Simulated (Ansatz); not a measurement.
```
CSi
1.0
    0.00000     2.18352     2.17480
    2.18352     0.00000     2.17480
    2.18352     2.18352     0.00000
Si C
1 1
Direct
  0.25000   0.25000   0.25000
  0.00000   0.00000   0.00000
```

Calculation: PBEsol with spin-orbit coupling, rigid bands (plane waves, PAW; Ansatz, an electronic-structure program). Condition of this run: biaxial stress xx = yy = -1 GPa (compression positive) (the target of the relaxation). How the cell was made: cell and atoms relaxed with PBEsol, then loaded as said.

Task: What conductivity effective mass do dilute electrons have at 300 K?

Result: 0.26 (x), 0.26 (y), 0.41 (z) mₑ.

Task: Predict the hole conductivity mass (n e² τ/σ) at 300 K, by direction if it differs.

Result: 0.71 (x), 0.71 (y), 0.68 (z) mₑ.

Task: And the band gap?

Result: 1.20 eV at this level; semilocal functionals usually fall short of the measured gap.

Rigid bands, one relaxation time for all states, no polarons.
